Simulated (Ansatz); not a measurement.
The parent structure is GaN (space group P4_2/mnm, No. 136; a = 5.4704 Å, c = 3.1829 Å; a hypothetical phase, not in the database extracts checked).

Perturbation: cell and atoms relaxed at a pressure of 3 GPa.

Levels (all Ansatz, a program for electronic structure, PAW): PBEsol (420 eV, no spin-orbit coupling); PBEsol+SOC (420 eV, noncollinear with spin-orbit coupling).

The geometry is relaxed with PBEsol.

- PBEsol lowest conduction level above the VBM at special points: Γ 1.97 eV; X 4.22 eV; A 4.40 eV; M 4.66 eV
- PBEsol electron mass: 0.18 mₑ (at Γ)

With PBEsol+SOC at the same geometry, the valence-band top at Γ (three highest Kramers pairs, from the VBM) amounts to 0.00, -0.01, -0.14 eV; the lowest conduction level above the VBM at special points goes from Γ 1.97 eV; X 4.22 eV; A 4.40 eV; M 4.66 eV to Γ 1.97 eV; X 4.22 eV; A 4.38 eV; M 4.66 eV; the electron mass remains 0.18 mₑ (at Γ).

Single points use the geometry relaxed with PBEsol. The spin-orbit shifts are approximate. The levels and masses belong to the bands next to the band gap. Load acts through the strain it causes; cell and atoms are relaxed under it. Masses are band curvatures over ±0.01 Å⁻¹ around the edge. No phonon test of stability was made.
